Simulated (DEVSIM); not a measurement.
System: W/Al2O3/n-Ge capacitor, at 300 K.

Layer 1 from the left is Al2O3, thickness (nm) 16.0. Layer 2 from the left is Ge, thickness (nm) 470, Nd (cm⁻³) 1.6e18.

Metal gate on the left, work function 4.6 eV. Fixed charge at the semiconductor interface -8.8e10 cm⁻² (in units of +e); no interface traps.

Constants are typed, rounded textbook-type inputs, not results; the design itself was drawn at random and stands for no fabricated device. Values at 300 K.

Al2O3: gap (eV) 6.8, affinity (eV) 1.35, permittivity 9. Ge: gap (eV) 0.664, affinity (eV) 4, permittivity 16, Nc (cm⁻³) 1.04e19, Nv (cm⁻³) 6e18.

DEVSIM, 1D Poisson equation in equilibrium, Boltzmann statistics, complete ionisation; no quantum confinement or tunnelling. Metal contacts follow the ideal Schottky-Mott rule: no Fermi-level pinning, no interface dipoles.

### Question
What does the simulation give for the minimum of the low-frequency capacitance, the flat-band voltage?

### Answer
minimum of the low-frequency capacitance 0.283 μF/cm²; flat-band voltage 0.58 V.
